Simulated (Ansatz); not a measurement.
# Effective masses and thermopower of Si (Fd-3m)

Here is the system:

```
Si
1.0
    0.00000     2.68004     2.68004
    2.68004     0.00000     2.68004
    2.68004     2.68004     0.00000
Si
2
Direct
  0.25000   0.25000   0.25000
  0.00000   0.00000   0.00000
```

These are r2SCAN with spin-orbit coupling, rigid bands (plane waves, PAW; Ansatz, a first-principles code) values and carry that method's errors. Condition of this run: hydrostatic pressure 5 GPa (the target of the relaxation). Geometry: cell and atoms relaxed with r2SCAN, then loaded as said.

```yaml
band_gap: 0.67 eV
electron conductivity mass (300 K, dilute): 0.28 mₑ
hole conductivity mass (300 K, dilute): 0.35 mₑ
effective density of states N_c (300 K): 3.0e19 cm⁻³
effective density of states N_v (300 K): 2.1e19 cm⁻³
density_of_states_mass_electrons: 1.13 mₑ
density_of_states_mass_holes: 0.88 mₑ
Seebeck coefficient, n-type 1e19 cm⁻³, 300 K: -307 μV/K
Seebeck coefficient, p-type 1e19 cm⁻³, 300 K: 311 μV/K
best p-type power factor at 300 K for τ = 10 fs (best axis; densities from 1e16 to 1e21 cm⁻³ tried, whether or not they can be reached): 15.7 μW/(cm·K²) at 1e20 cm⁻³
```

Rigid bands; masses and Seebeck coefficients take one relaxation time τ for all states and one kind of carrier; polarons and phonon drag are left out.
